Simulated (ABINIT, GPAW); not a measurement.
A GPAW input for a self-consistent single point of La3Hg (I4/mmm, 4 atoms in the cell) (DFT LDA (Perdew-Wang 92), plane waves, GPAW PAW datasets LDA (gpaw-data 1.0.1)):

```python
from ase import Atoms
from ase.units import GPa
from gpaw import GPAW

atoms = Atoms(['La', 'La', 'La', 'Hg'],
              cell=[[-2.470856, 2.470856, 5.220909],
                    [2.470856, -2.470856, 5.220909],
                    [2.470856, 2.470856, -5.220909]],
              scaled_positions=[[0.750000, 0.250000, 0.500000],
                                [0.250000, 0.750000, 0.500000],
                                [0.500000, 0.500000, 0.000000],
                                [0.000000, 0.000000, 0.000000]],
              pbc=True)

calc = GPAW(mode={'name': 'pw', 'ecut': 850},
            xc='LDA',
            kpts=(7, 7, 7),
            occupations={'name': 'fermi-dirac', 'width': 0.1},
            nbands=-10,
            convergence={'forces': 0.001},
            symmetry={'symmorphic': False, 'tolerance': 0.0005},
            maxiter=100)

atoms.calc = calc

energy = atoms.get_potential_energy()
print('Energy (eV):', round(energy, 6))
forces = atoms.get_forces()
print('Forces (eV/Ang):')
print(forces.round(5))
stress = atoms.get_stress()
print('Stress (GPa, Voigt):', (stress / GPa).round(4))
```

**Question.** Translate this input to ABINIT.

**Answer.** One input that does it (others would too):

```
# La3Hg, JTH v2.0 LDA PAW
pp_dirpath "./"
pseudos "La.LDA_PW-JTH.xml, Hg.LDA_PW-JTH.xml"
acell 6.2823681468 6.2823681468 6.2823681468 Angstrom
rprim
        -0.3933000968    0.3933000968    0.8310415560
         0.3933000968   -0.3933000968    0.8310415560
         0.3933000968    0.3933000968   -0.8310415560
natom 4
ntypat 2
znucl 57 80
typat 1 1 1 2
xcart
        -0.0000000000    4.6692411334    4.9330440658
         4.6692411334   -0.0000000000    4.9330440658
        -0.0000000000   -0.0000000000    9.8660881316
         0.0000000000    0.0000000000    0.0000000000
ecut 26
pawecutdg 52
pawxcdev 0
occopt 3
tsmear 0.00367493
nband 30
kptopt 1
ngkpt 7 7 7
nshiftk 1
shiftk 0 0 0
nstep 80
tolvrs 1.0e-11
prtwf 0
prtden 0
enunit 2
```

Basis, cutoffs, solver keys and any potentials are the target program's own. This input uses DFT, LDA (PW92), plane waves, PAW (JTH v2.0 LDA PAW). LDA parametrisations can differ slightly between programs. Both were run: pressure -4.16 GPa in GPAW and -4.25 in ABINIT.

On ABINIT: the starting cell comes from a database of computed structures (which also holds hypothetical and non-ambient phases and stackings), without a prior relaxation at this level. Its lattice was rescaled by a random factor within 2.5 % of one. With a pressure of about -4 GPa the cell is away from its equilibrium volume at this level.

On GPAW: the starting cell comes from a database of computed structures (which also holds hypothetical and non-ambient phases and stackings), without a prior relaxation at this level. Its lattice was rescaled by a random factor within 2.5 % of one. With a pressure of about -4 GPa the cell is away from its equilibrium volume at this level.
